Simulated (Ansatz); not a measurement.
A (10,0) BAs nanotube has 40 atoms in a period of 5.849 Å, a mean diameter of 10.85 Å, and lies 35 meV/atom over the flat sheet relaxed at the same level.

These are PBE (plane waves to 420 eV, PAW; Ansatz, a quantum-chemistry and plane-wave program) values and carry that method's errors. Mesh 1×1×6. No spin polarisation. It repeats along c; a and b span vacuum. A hypothetical model, rolled from the flat sheet. It keeps the symmetry and period of its start, so it need not be a minimum against all distortions. Values not marked SOC lack spin–orbit coupling.

Task: Which bending rigidity of the sheet does this imply in the thin-plate picture?

Result: A plate bent to radius R stores D/(2R²) an area. The area an atom is π × 10.85 × 5.849/40 = 4.98 Å², so the stored energy is 0.035/4.98 = 0.0070 eV/Å². With R = 5.425 Å, D = 2R² × 0.0070 = 0.41 eV.
